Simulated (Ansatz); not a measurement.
**Several settings converged on CuO (Cccm, 4 atoms in the cell)**

```
CuO
1.0
    1.99694    -2.16001     0.00000
    1.99694     2.16001     0.00000
    0.00000     0.00000     5.17140
Cu O
2 2
Direct
  0.00000   0.50000   0.00000
  0.50000   0.00000   0.50000
  0.50000   0.50000   0.25000
  0.50000   0.50000   0.75000
```

Base method: LDA (PW92), default PAW files made with PBE (plane waves; Ansatz, a first-principles code).

Base settings: basis.ecutwfc = 420 eV; kpoints.mp_grid.grid = 11 11 7; hamiltonian.xc = lda; hamiltonian.pseudopotentials = {kind: paw} (the program's default PAW files); scf.occupations.method = fermi_dirac; scf.occupations.width = 0.1 eV.

Core times come from one kind of shared machine, to one figure; runs under 30 s give none.

**Zone-centre phonons against the cutoff**

In this ladder: phonons.method = dfpt.

The mesh stays at the base's, so the ladder's end is converged at best in this setting alone.

Frequencies are those of the unrelaxed cell, without the LO-TO term of polar crystals.

Only quantities that move along the ladder and can be compared are tabulated.

```tsv
basis.ecutwfc	highest zone-centre frequency (cm⁻¹)	lowest optical frequency (cm⁻¹)	core time / last (rough)
210 eV	701.4	119.7	0.3
250 eV	534.1	188.5	0.6
295 eV	476.8	176.7	0.6
420 eV	482.3	177.3	0.8
505 eV	482.9	177.2	1
```

Coarsest basis.ecutwfc that holds the lowest optical frequency within 2 cm⁻¹ of the last step, with all finer ones: 295 eV; the step before is off by 11 cm⁻¹.

Coarsest basis.ecutwfc that holds the highest zone-centre frequency within 2 cm⁻¹ of the last step, with all finer ones: 420 eV; the step before is off by 6.1 cm⁻¹.

**Zone-centre phonons against the mesh**

In this ladder: phonons.method = dfpt.

Frequencies are those of the unrelaxed cell, without the LO-TO term of polar crystals.

Only quantities that move along the ladder and can be compared are tabulated.

| kpoints.mp_grid.grid | highest zone-centre frequency (cm⁻¹) | lowest optical frequency (cm⁻¹) | core time / last (rough) |
|---|---|---|---|
| 3 3 2 | 462.7 | 184.1 | – |
| 5 5 3 | 503.1 | 177.1 | 0.1 |
| 7 7 4 | 484.1 | 177.3 | 0.4 |
| 11 11 6 | 481.5 | 177.2 | 1 |

Coarsest kpoints.mp_grid.grid that holds the highest zone-centre frequency within 10 cm⁻¹ of the last step, with all finer ones: 7 7 4, at about 0.4 of the last step's time; the step before is off by 22 cm⁻¹.

Coarsest kpoints.mp_grid.grid that holds the lowest optical frequency within 5 cm⁻¹ of the last step, with all finer ones: 5 5 3, at about 0.1 of the last step's time; the step before is off by 6.9 cm⁻¹.

**The force threshold of a relaxation**

On CuO (P2, 4 atoms in the cell): one atom moved by 0.15 angstrom.

In this ladder: relax = atoms.

The mesh stays at the base's, so the ladder's end is converged at best in this setting alone.

Only quantities that move along the ladder and can be compared are tabulated.

```tsv
relax.f_tol	free energy less the last step's (meV/atom)	largest force left (eV/Å)	relaxation steps	core time / last (rough)
0.2 eV/Å	0.41	0.1329	4	1
0.05 eV/Å	0.00	0.0016	4	1
0.02 eV/Å	0.00	0.0016	5	1
0.001 eV/Å	0.00	0.0000	6	1
```

Coarsest relax.f_tol that holds the free energy within 0.1 meV/atom of the last step, with all finer ones: 0.05 eV/Å; the step before is off by 0.41 meV/atom.

Coarsest relax.f_tol that holds the largest force left within 0.005 eV/Å of the last step, with all finer ones: 0.05 eV/Å; the step before is off by 0.13 eV/Å.

On the base run: the starting cell comes from a database of computed structures (which also holds hypothetical and non-ambient phases and stackings), without a prior relaxation at this level. Its lattice was rescaled by up to half a per cent. Spin polarisation is off, so a magnetic state, if there is one, cannot be reached. In the base run, with a pressure of about -13 GPa the cell is away from its equilibrium volume at this level. The run gives no clean gap (levels at the Fermi energy touch, overlap or are partly filled at this smearing), which alone does not show that the compound is a metal.

Keys are those of Ansatz 0.2.
